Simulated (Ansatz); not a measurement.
Functionals compared on a constructed model of the (110) surface of bcc Fe, ferromagnetic, a pseudomorphic layer of Ir in the host's stacking (bottom of the slab: a bare face, its two planes held), in Ansatz (plane waves, PAW). The structure was relaxed with PBE; the other rows are single points on it. Cutoff 420 eV.

Model: 7-atom slab, 12.5 Å thick at the start, 16x16x1 mesh, Fermi-Dirac 0.1 eV, dipole correction, 2 atoms held, the rest relaxed; held to the start's symmetry, so lower structures may exist; spin-polarised, ending with about 14.1 μB a cell; orders that need a larger cell were not tried, no spin-orbit, no U. It is one candidate, not shown to be the stable structure of the face. These notes are the PBE run's.

```csv
functional,work function of the top face (eV),magnetic moment of the cell (μB),rough cost of the single point
PBE,5.38,14.14,–
RPBE,…,14.35,very roughly 4 core-minutes
```

Question: Complete the blanks.

Answer: 
- RPBE, work function of the top face (eV): 5.23

Ansatz is a program for electronic structure.
